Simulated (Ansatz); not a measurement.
Base system: ZnO in the wurtzite structure (space group P6_3mc, No. 186).

```yaml
crystal:
  lattice:
    - [3.18693, 0.00000, 0.00000]
    - [-1.59347, 2.75997, 0.00000]
    - [0.00000, 0.00000, 5.15257]
  atoms:
    - { symbol: Zn, position: [0.33333, 0.66667, 0.00180] }
    - { symbol: Zn, position: [0.66667, 0.33333, 0.50180] }
    - { symbol: O, position: [0.33333, 0.66667, 0.38020] }
    - { symbol: O, position: [0.66667, 0.33333, 0.88020] }
```

Cartesian axes are those of the cell as printed.

Method: Ansatz (an electronic-structure program) LDA, no SOC.

Strains are applied to the cell and any free atomic positions relax.

One change was made to it. Results:

The band gap decreases by 0.05 eV, from 0.80 eV to 0.75 eV; the energy grows by 2.7 meV/atom; the gap character is still direct at Γ; the electron mass changes from 0.15 mₑ (at Γ) to 0.14 mₑ (at Γ).

### Question
What was done to the base?
A) uniaxial strain ε_zz = +0.60 %
B) uniaxial strain ε_zz = +2.40 %
C) uniaxial strain ε_zz = +1.80 %
D) uniaxial strain ε_zz = +3.00 %
E) uniaxial strain ε_zz = +1.20 %

### Answer
C, uniaxial strain ε_zz = +1.80 %. For comparison, the energy relative to the base in the other runs: uniaxial strain ε_zz = +2.40 % gives +4.8 meV/atom; uniaxial strain ε_zz = +3.00 % gives +7.6 meV/atom; uniaxial strain ε_zz = +0.60 % gives +0.3 meV/atom; uniaxial strain ε_zz = +1.20 % gives +1.2 meV/atom.

Masses are band curvatures over ±0.01 Å⁻¹ around the edge. No phonon test of stability was made.
